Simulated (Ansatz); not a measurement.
Base system: BaTiO₃ (space group P4mm, No. 99; a = 3.9722 Å, c = 4.1130 Å).

Method: r2SCAN in Ansatz (plane waves to 500 eV, PAW, no spin-orbit coupling).

Perturbation: cell and atoms relaxed at a pressure of 9 GPa.

### Question
What happens to the mean gap deformation potential ΔEg/Δln V?

### Answer
The mean gap deformation potential ΔEg/Δln V amounts to -1.2 eV.

Load acts through the strain it causes; cell and atoms are relaxed under it. Stability against distortions was not tested. No other phases were tried under pressure. All final runs are without spin polarisation.

Ansatz is a quantum-chemistry and plane-wave program.
